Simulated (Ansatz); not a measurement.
The starting structures come from a database of crystals and need not be the phases stable at ambient conditions.

 Where the default PAW files enter, the runs use the earlier of Ansatz's two default sets.

Inside the gap of an insulator the Bloch states are evanescent, with a wavenumber k + iκ along the transport direction.

Consider the following.

```yaml
crystal:
  lattice:
    - [5.35052, 0.00000, 0.00000]
    - [0.00000, 5.58326, 0.00000]
    - [0.00000, 0.00000, 7.70172]
  atoms:
    - { symbol: Na, position: [0.98112, 0.06246, 0.75000] }
    - { symbol: Na, position: [0.01888, 0.93754, 0.25000] }
    - { symbol: Na, position: [0.48112, 0.43754, 0.25000] }
    - { symbol: Na, position: [0.51888, 0.56246, 0.75000] }
    - { symbol: Zn, position: [0.50000, 0.00000, 0.50000] }
    - { symbol: Zn, position: [0.00000, 0.50000, 0.50000] }
    - { symbol: Zn, position: [0.00000, 0.50000, 0.00000] }
    - { symbol: Zn, position: [0.50000, 0.00000, 0.00000] }
    - { symbol: F, position: [0.30589, 0.69860, 0.44190] }
    - { symbol: F, position: [0.69411, 0.30140, 0.55810] }
    - { symbol: F, position: [0.80589, 0.80140, 0.55810] }
    - { symbol: F, position: [0.19411, 0.19860, 0.44190] }
    - { symbol: F, position: [0.19411, 0.19860, 0.05810] }
    - { symbol: F, position: [0.80589, 0.80140, 0.94190] }
    - { symbol: F, position: [0.69411, 0.30140, 0.94190] }
    - { symbol: F, position: [0.30589, 0.69860, 0.05810] }
    - { symbol: F, position: [0.88863, 0.54072, 0.25000] }
    - { symbol: F, position: [0.11137, 0.45928, 0.75000] }
    - { symbol: F, position: [0.38863, 0.95928, 0.75000] }
    - { symbol: F, position: [0.61137, 0.04072, 0.25000] }
```

Space group of this cell: Pnma. The cell is taken as given.

Transport runs along the normal of the first two printed cell vectors.

No gap correction and no spin-orbit coupling; mid-gap values are interpolated between computed energies.

Predict the band gap and the smallest decay constant κ at mid-gap from r2SCAN in Ansatz (an electronic-structure program).

Gap 4.66 eV on a 6×6×4 mesh; κ = 0.470 1/Å, at the zone centre.
